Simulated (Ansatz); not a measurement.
Pulling apart hcp Os on a (11-20) plane

A periodic column of 18 atoms of hcp Os on a (11-20) plane, 12.4 Å high with a cross-section of 20.73 Å², is opened rigidly by δ between two planes (Os and Os) that lie 1.38 Å apart in the crystal; no atom relaxes. E is the energy per area over the closed crystal. It reaches 8.53 J/m² at δ = 3.5 Å and 8.617 J/m² at 7 Å, which is taken as W, the work of separation into unrelaxed faces. Rose's binding relation, made for metals, has E = W·[1 - (1 + t)·exp(-t)] with t = δ/λ, so each row gives a t, and t should be a line through zero in δ. At large t a small error in W moves t much: 1 % in W is about 0.05 at t = 3. Level of theory: PBE (plane waves to 420 eV, PAW; Ansatz, an electronic-structure program). All rows share a 10×9×4 k mesh and Fermi-Dirac smearing of 0.1 eV (energies taken to zero smearing), without spin polarisation or spin-orbit coupling.

| δ (Å) | t | E (J/m²) |
|---|---|---|
| 0.30 | 0.50 | 0.786 |
| 0.45 | 0.75 | 1.499 |
| 0.60 | 1.00 | 2.275 |
| 0.80 | 1.33 | 3.315 |
| 1.00 | 1.68 | 4.301 |
| 1.70 | ? | ? |

Fit t against δ with a straight line, and predict the withheld value at δ = 1.70.

With u = δ - 0.63, the rows have u = -0.33000, -0.18000, -0.03000, 0.17000, 0.37000. Means: u 0, t 1.052. About the means, the sum of products is 0.51770 and the sum of squares of u is 0.30800; the slope is their ratio. Least squares gives t = 1.052 + 1.681·u. Residuals (row less fit): 0.003, 0.001, -0.002, -0.008, 0.006; standard error 0.006 (degrees of freedom: 3). The slope gives λ = 0.59 Å, and the line's value at δ = 0 is -0.01, where the relation has zero. The relation's largest opening stress is W/(e·λ) = 8.617/(2.718 × 0.59) × 10 = 54 GPa; the steepest step between computed openings has 52 GPa. At the withheld row, u = 1.07000, so t = 1.052 + 1.681 × 1.07000 = 2.851. The calculation gives 2.96, 0.109 above the prediction (4.4 % of the range of t in the table). The row lies outside the fitted rows, so this is an extrapolation.

 Openings of 0.15, 1.3, 2.2 and 2.8 Å were run too and aren't shown. Only series are tabulated where E rises all the way to W of 0.6 J/m² or more and the shown t lie near a line through zero, so the table doesn't show how often the relation holds.

In energy, the predicted t means E = 8.617 × [1 - (1 + 2.85)·exp(-2.85)] = 6.70 J/m², against 6.85 J/m² from the run.

Each row is one calculation, so residuals can be the form's limits or numerical noise.
